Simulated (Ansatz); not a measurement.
System: CdBr₂ (P6₃mc, No. 186). Method: PBE0 (plane waves, PAW; Ansatz, a program for electronic structure).

Numerical settings: plane-wave cutoff 500 eV, 6×6×2 k mesh (along the axes of the cell as run), gaussian smearing 0.02 eV, scalar-relativistic PAW data made under PBE.

Cell (relaxed with r²SCAN):

CdBr₂ is taken in the hexagonal space group P6₃mc (No. 186), Pearson symbol hP6. Cell: a = 4.0154 Å, b = 4.0154 Å, c = 13.1131 Å, α = 90.00°, β = 90.00°, γ = 120.00°. Cd on 2b has 6 Br at 2.794 Å (octahedral). Br1 on 2a has 3 Cd at 2.794 Å (trigonal pyramidal). Br2 on 2b has 3 Cd at 2.795 Å (trigonal pyramidal). (Neighbours: up to the widest gap in distance over summed covalent radii, below 1.35, at either atom; cation-cation and far metal-metal contacts left out.)

**Question.** Give the computed band gap.

**Answer.** 
- band gap = 4.78 eV (on the SCF k mesh)

Note: the cell comes from a level without a dispersion term, which matters for the spacing of layers, chains or molecules; cell and atoms aren't relaxed at this level (largest force component 0.07 eV/Å); the cell has widely spaced layers and the level no dispersion term, so their spacing and the moduli can rest on weak binding.

Spin–orbit coupling is not included.

Computed values are for the static lattice.
